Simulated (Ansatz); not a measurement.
The parent structure is CdTe in the zinc blende structure (space group F-43m, No. 216; a = 6.5578 Å).

Computed with Ansatz (a program for electronic structure), r2SCAN, PAW, cutoff 500 eV, without spin-orbit coupling.

Before the change:

The band gap is 1.17 eV.

One thing is altered: the cell is scaled by 0.9750 in all directions, atoms relaxed at fixed cell.

Question: Estimate the effect on the band gap.

Answer: The band gap increases by 0.247 eV, from 1.17 eV to 1.41 eV.

Spin-orbit coupling, missing from the scalar runs, can matter with Te. The cells carry an imposed strain or load. No phonon test of stability was made.
